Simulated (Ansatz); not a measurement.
ZnO (model structure, started from the BN type, Pm-3n, No. 223, 12 atoms in the cell)

Calculation: PBEsol in Ansatz (plane waves, PAW).

Settings: plane-wave cutoff 520 eV, 6×6×6 k mesh, Fermi–Dirac smearing 0.01 eV, scalar-relativistic PAW data made under PBE.

Cell (relaxed at this level):

Space group Pm-3n (No. 223); a = b = c = 5.5771 Å, α = β = γ = 90.00°

```tsv
atom	site	symmetry	x	y	z
Zn	6c	-4m.2	0.0000	0.5000	0.2500
O	6d	-4m.2	0.0000	0.2500	0.5000
```

```yaml
band_gap: 1.02 eV (direct)
```

Note: the relaxation could raise the start's symmetry but not lower it, so the cell can be a saddle point.

It cost about 27 core-seconds (a rough figure) of CPU time.

A model structure was made by putting elements into a prototype or built by hand; it is no filed structure, need not be a known phase, and can be a saddle point held by its symmetry.

Ansatz is a program for electronic structure.
